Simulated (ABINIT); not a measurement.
Band structure of MgH2 (P4_2/mnm, 6 atoms in the cell).

```xyz
6
Lattice="4.5200 0.0000 0.0000 0.0000 4.5200 0.0000 0.0000 0.0000 3.0200" Properties=species:S:1:pos:R:3 pbc="T T T"
Mg     0.0000     0.0000     0.0000
Mg     2.2600     2.2600     1.5100
H      1.3741     1.3741     0.0000
H      3.6341     0.8859     1.5100
H      0.8859     3.6341     1.5100
H      3.1459     3.1459     0.0000
```

Method: PBE, norm-conserving pseudopotentials (PseudoDojo nc-sr-05 PBE standard) (plane waves; ABINIT).

Settings: pseudos = [Mg.upf, H.upf]; ecut = 42 Ha; ixc = 11; occopt = 3; tsmear = 0.01 eV; ngkpt = 5 5 7; nshiftk = 1; shiftk = 0 0 0; potentials = PseudoDojo nc-sr-05 PBE standard; kptopt = 1; nstep = 50; tolvrs1 = 1e-12; ndtset = 2.

The starting cell has typed, rounded lattice constants, without a prior relaxation at this level.

Question: Predict the gap along the standard path and the places of the band edges.

Answer: The gap along the path is 3.71 eV, from a point between M and Γ to a point between A and Z; the smallest direct gap on it is 4.54 eV.

Levels in eV from the top of the valence band on the SCF mesh, bands 9 to 16:
```json
[
 {"point": "Γ", "9": "-6.36", "10": "-1.41", "11": "-1.41", "12": "-0.38", "13": "4.80", "14": "5.03", "15": "9.18", "16": "9.18"},
 {"point": "X", "9": "-4.75", "10": "-4.75", "11": "-0.46", "12": "-0.46", "13": "5.38", "14": "5.38", "15": "10.09", "16": "10.09"},
 {"point": "M", "9": "-3.69", "10": "-3.69", "11": "-2.67", "12": "-2.67", "13": "9.07", "14": "9.07", "15": "9.20", "16": "9.20"},
 {"point": "Z", "9": "-2.95", "10": "-2.95", "11": "-0.04", "12": "-0.04", "13": "6.33", "14": "6.33", "15": "6.85", "16": "6.85"},
 {"point": "R", "9": "-2.21", "10": "-2.21", "11": "-1.04", "12": "-1.04", "13": "5.21", "14": "5.21", "15": "6.82", "16": "6.82"},
 {"point": "A", "9": "-1.83", "10": "-1.83", "11": "-0.89", "12": "-0.89", "13": "3.87", "14": "3.87", "15": "4.23", "16": "4.23"}
]
```
